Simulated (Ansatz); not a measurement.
# Ir: response to strain

Take Ir in the fcc (Cu type) structure (space group Fm-3m, No. 225; relaxed with 0.1 eV smearing) as the base.

```
CELL_PARAMETERS angstrom
      0.00000     1.91555     1.91555
      1.91555     0.00000     1.91555
      1.91555     1.91555     0.00000
ATOMIC_POSITIONS crystal
  Ir 0.00000 0.00000 0.00000
```

Cartesian axes are those of the cell as printed.

Strains are applied to the cell and any free atomic positions relax; under biaxial strain the out-of-plane vector relaxes too; under stress the whole cell relaxes.

Computed with DFT with PBEsol, PAW potentials and a 420 eV plane-wave cutoff in Ansatz (a quantum-chemistry and plane-wave program), scalar-relativistic without spin-orbit coupling.

Candidates:
(a) uniaxial strain ε_zz = +3.14 %
(b) biaxial strain −3.74 %, plane normal [001], relaxed out of plane
(c) uniaxial stress, 8 GPa tension along x

Notes on the quantities. energy relative to the base: free energy F.

**Question.** Order them by energy relative to the base, highest first.

**Answer.** (b) biaxial strain −3.74 %, plane normal [001], relaxed out of plane (+96 meV/atom), (a) uniaxial strain ε_zz = +3.14 % (+26 meV/atom), (c) uniaxial stress, 8 GPa tension along x (+5.8 meV/atom)

Stability under load was not tested beyond the relaxation. The final runs are not spin-polarised.
